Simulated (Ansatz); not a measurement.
Defect: interstitial Li in orthorhombic CsPbCl3, charge state +1. Calculation: PBE, PAW (plane waves to 420 eV; Ansatz, a first-principles code).

Cell of 80 host sites held at the relaxed PBE lattice; the Γ point alone; Fermi-Dirac width 0.01 eV, spin-restricted; finite-size errors left in. Static, classical nuclei. Spin-orbit coupling is left out. The charge state is imposed; whether it is stable for some Fermi level was not computed. Sites that were not tried may lie lower. The start lies 0.095 eV above the lowest site run (PBE).

Barriers: single points on a 2×2×2 k-point mesh shifted by half a step at the bands' geometries (they differ from the bands' own by up to 0.07 eV, and are uncertain by about as much).

Relaxed starting cell (atoms counted from 1):

```
Cs16LiPb16Cl48
1.0
   16.26184     0.00000     0.00000
    0.00000    11.37280     0.00000
    0.00000     0.00000    15.88720
Cs Pb Cl Li
16 16 48 1
Direct
  0.47157   0.75638   0.01143
  0.47399   0.75089   0.50064
  0.97337   0.75410   0.01020
  0.98289   0.74642   0.50664
  0.23321   0.75044   0.24402
  0.22488   0.75330   0.73823
  0.70604   0.78739   0.21698
  0.73440   0.75229   0.75950
  0.26944   0.25356   0.25562
  0.28073   0.25024   0.76151
  0.78180   0.22331   0.26262
  0.77030   0.25171   0.75470
  0.02891   0.24093   0.49384
  0.02642   0.24563   0.98611
  0.52355   0.24235   0.49455
  0.51962   0.24948   0.98504
  0.00731   0.49112   0.24928
  0.00283   0.50280   0.75543
  0.50157   0.50145   0.24966
  0.50160   0.50889   0.75355
  0.00433   0.99217   0.25123
  0.99978   0.00384   0.74522
  0.49473   0.01422   0.24412
  0.50152   0.99858   0.74671
  0.24900   0.99553   0.99535
  0.25161   0.00075   0.49870
  0.75035   0.01049   0.99599
  0.75104   0.99064   0.49915
  0.25002   0.49761   0.00156
  0.25336   0.49710   0.50362
  0.74659   0.49457   0.00710
  0.75124   0.49347   0.51113
  0.26038   0.75119   0.45849
  0.26344   0.75839   0.95027
  0.77864   0.70821   0.41889
  0.75636   0.76456   0.97852
  0.02252   0.75604   0.29328
  0.01220   0.74146   0.79754
  0.50042   0.74416   0.28333
  0.52355   0.74176   0.80363
  0.47362   0.24768   0.19575
  0.49792   0.24193   0.70988
  0.98995   0.25911   0.19802
  0.97717   0.24158   0.70269
  0.23611   0.25947   0.04164
  0.23847   0.25182   0.55120
  0.72338   0.26413   0.05879
  0.74067   0.22914   0.53487
  0.36008   0.53606   0.14755
  0.36223   0.54492   0.64577
  0.84130   0.54870   0.17799
  0.85828   0.54754   0.64647
  0.35435   0.96195   0.14213
  0.36028   0.95736   0.63969
  0.85898   0.97300   0.14128
  0.85768   0.94500   0.63970
  0.10823   0.95729   0.10482
  0.10764   0.96168   0.60321
  0.59867   0.98276   0.09514
  0.60952   0.94801   0.60420
  0.39827   0.45917   0.39706
  0.39200   0.46399   0.89189
  0.89291   0.43907   0.39428
  0.89392   0.46404   0.89926
  0.14450   0.04417   0.35513
  0.14213   0.04293   0.85197
  0.64058   0.03184   0.35624
  0.64648   0.03938   0.85066
  0.39184   0.04598   0.39029
  0.39260   0.03745   0.88932
  0.89663   0.02945   0.39661
  0.89103   0.04120   0.88844
  0.10479   0.54266   0.10477
  0.11052   0.53902   0.61004
  0.60204   0.54837   0.10230
  0.60915   0.54808   0.60529
  0.14363   0.45680   0.36097
  0.14544   0.45670   0.85764
  0.66403   0.45701   0.34728
  0.64861   0.46079   0.86266
  0.79489   0.54898   0.31880
```
Cell charge +1.

End state 1 differs by these moves (Å; atoms that move under 0.15 Å are left out):

```json
[
 {"atom": "2", "element": "Cs", "Δx": "0.02", "Δy": "0.06", "Δz": "0.20"},
 {"atom": "7", "element": "Cs", "Δx": "0.22", "Δy": "-0.10", "Δz": "0.32"},
 {"atom": "8", "element": "Cs", "Δx": "-0.05", "Δy": "-0.02", "Δz": "-0.23"},
 {"atom": "11", "element": "Cs", "Δx": "0.22", "Δy": "-0.10", "Δz": "0.32"},
 {"atom": "12", "element": "Cs", "Δx": "-0.05", "Δy": "-0.02", "Δz": "-0.23"},
 {"atom": "14", "element": "Cs", "Δx": "0.02", "Δy": "0.06", "Δz": "0.20"},
 {"atom": "17", "element": "Pb", "Δx": "-0.12", "Δy": "0.11", "Δz": "0.01"},
 {"atom": "18", "element": "Pb", "Δx": "-0.05", "Δy": "-0.11", "Δz": "-0.15"},
 {"atom": "19", "element": "Pb", "Δx": "-0.12", "Δy": "0.11", "Δz": "0.01"},
 {"atom": "20", "element": "Pb", "Δx": "-0.05", "Δy": "-0.11", "Δz": "-0.15"},
 {"atom": "31", "element": "Pb", "Δx": "0.06", "Δy": "0.16", "Δz": "-0.30"},
 {"atom": "32", "element": "Pb", "Δx": "0.06", "Δy": "0.16", "Δz": "-0.30"},
 {"atom": "35", "element": "Cl", "Δx": "-0.01", "Δy": "0.34", "Δz": "0.35"},
 {"atom": "36", "element": "Cl", "Δx": "0.07", "Δy": "0.09", "Δz": "-0.22"},
 {"atom": "37", "element": "Cl", "Δx": "0.09", "Δy": "-0.02", "Δz": "0.17"},
 {"atom": "38", "element": "Cl", "Δx": "-0.14", "Δy": "0.21", "Δz": "-0.12"},
 {"atom": "39", "element": "Cl", "Δx": "0.18", "Δy": "-0.02", "Δz": "0.29"},
 {"atom": "40", "element": "Cl", "Δx": "0.01", "Δy": "0.21", "Δz": "-0.11"},
 {"atom": "41", "element": "Cl", "Δx": "0.09", "Δy": "-0.02", "Δz": "0.17"},
 {"atom": "42", "element": "Cl", "Δx": "-0.14", "Δy": "0.21", "Δz": "-0.12"},
 {"atom": "43", "element": "Cl", "Δx": "0.18", "Δy": "-0.02", "Δz": "0.29"},
 {"atom": "44", "element": "Cl", "Δx": "0.01", "Δy": "0.21", "Δz": "-0.11"},
 {"atom": "47", "element": "Cl", "Δx": "-0.01", "Δy": "0.34", "Δz": "0.35"},
 {"atom": "48", "element": "Cl", "Δx": "0.07", "Δy": "0.09", "Δz": "-0.22"},
 {"atom": "49", "element": "Cl", "Δx": "-0.04", "Δy": "0.10", "Δz": "-0.14"},
 {"atom": "51", "element": "Cl", "Δx": "-0.06", "Δy": "-0.04", "Δz": "-0.41"},
 {"atom": "52", "element": "Cl", "Δx": "-0.09", "Δy": "-0.07", "Δz": "-0.15"},
 {"atom": "56", "element": "Cl", "Δx": "-0.04", "Δy": "0.20", "Δz": "0.15"},
 {"atom": "59", "element": "Cl", "Δx": "0.10", "Δy": "-0.12", "Δz": "0.13"},
 {"atom": "60", "element": "Cl", "Δx": "0.01", "Δy": "0.14", "Δz": "0.11"},
 {"atom": "63", "element": "Cl", "Δx": "0.10", "Δy": "0.16", "Δz": "0.05"},
 {"atom": "68", "element": "Cl", "Δx": "-0.04", "Δy": "0.20", "Δz": "0.15"},
 {"atom": "71", "element": "Cl", "Δx": "0.10", "Δy": "-0.12", "Δz": "0.13"},
 {"atom": "72", "element": "Cl", "Δx": "0.01", "Δy": "0.14", "Δz": "0.11"},
 {"atom": "75", "element": "Cl", "Δx": "0.10", "Δy": "0.16", "Δz": "0.05"},
 {"atom": "77", "element": "Cl", "Δx": "-0.04", "Δy": "0.10", "Δz": "-0.14"},
 {"atom": "79", "element": "Cl", "Δx": "-0.06", "Δy": "-0.04", "Δz": "-0.41"},
 {"atom": "80", "element": "Cl", "Δx": "-0.09", "Δy": "-0.07", "Δz": "-0.15"},
 {"atom": "81", "element": "Li", "Δx": "-1.44", "Δy": "-1.09", "Δz": "-2.19"}
]
```

Question: Estimate the forward and backward barriers to end state 1 that PBE, PAW returns for this input.

Answer: forward 0.34 eV, backward 0.34 eV; at the saddle point atom 81 has neighbours 2 Cl at 2.37, Cl at 2.67, Cl at 2.68 Å. The program found a first-order saddle point.
